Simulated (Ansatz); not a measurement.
AlPd (model structure, Fm-3m, No. 225, 2 atoms in the cell) was calculated with LDA (Ansatz, an electronic-structure program, plane waves, PAW).

Settings: plane-wave cutoff 520 eV, 20×20×20 k mesh, Fermi–Dirac smearing 0.05 eV, scalar-relativistic PAW data made under PBE.

Cell (relaxed at this level):

```xyz
2
Lattice="0.0000 2.5108 2.5108 2.5108 0.0000 2.5108 2.5108 2.5108 0.0000" Properties=species:S:1:pos:R:3 pbc="T T T"
Pd     0.0000     0.0000     0.0000
Al     2.5108     2.5108     2.5108
```

Problem. What does this level give for the bulk modulus B0?

Solution. 
bulk modulus B0: 132 GPa

The run finds no gap.

Note: the bulk modulus is −V dP/dV from two relaxed cells at ±2 % in volume; the relaxation could raise the start's symmetry but not lower it, so the cell can be a saddle point.

The computed numbers hold no vibrational or temperature effects.

A model structure was made by putting elements into a prototype or built by hand; it is no filed structure, need not be a known phase, and can be a saddle point held by its symmetry.
